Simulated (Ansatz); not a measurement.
**What biaxial strain −0.50 %, plane normal [001], relaxed out of plane does to Mo**

The parent structure is Mo in the bcc (W type) structure (space group Im-3m, No. 229; a = 3.1300 Å; relaxed with 0.1 eV smearing). Axes: x, y, z lie along the cube axes.

It is then changed as follows: compressive biaxial strain of 0.50 % in the plane normal to [001], as in epitaxy on a mismatched substrate; the out-of-plane cell vector and the atoms relax.

Computed with PBEsol (Ansatz, a program for electronic structure; PAW; 420 eV plane waves; without spin-orbit coupling). k-mesh 29×29×29 (Γ-centred); smearing 0.1 eV (Fermi–Dirac).

```json
[
 {"quantity": "volume per atom", "base": "15.33 Å³", "changed": "15.23 Å³", "shift": "-0.10 Å³"},
 {"quantity": "space group", "base": "Im-3m (No. 229)", "changed": "I4/mmm (No. 139)", "shift": "–"},
 {"quantity": "shortest interatomic distance", "base": "2.711 Å", "changed": "2.705 Å", "shift": "-0.006 Å"},
 {"quantity": "energy relative to the base (free energy F)", "base": "0 meV/atom", "changed": "+1.3 meV/atom", "shift": "+1.3 meV/atom"},
 {"quantity": "pressure (mean of the normal stresses, compression positive)", "base": "0.0 GPa", "changed": "1.8 GPa", "shift": "+1.8 GPa"},
 {"quantity": "band gap", "base": "zero", "changed": "zero", "shift": "–"},
 {"quantity": "out-of-plane strain", "base": "–", "changed": "+0.36 %", "shift": "–"},
 {"quantity": "mean in-plane stress (compression positive)", "base": "–", "changed": "+2.8 GPa", "shift": "–"}
]
```

Final structure (turned so that z lies along the plane normal):

```yaml
crystal:
  lattice:
    - [3.11431, 0.00000, 0.00000]
    - [0.00000, 3.11431, 0.00000]
    - [1.55716, -1.55716, 1.57058]
  atoms:
    - { symbol: Mo, position: [0.00000, 0.00000, 0.00000] }
```

Stability against distortions was not tested. The final runs are not spin-polarised.
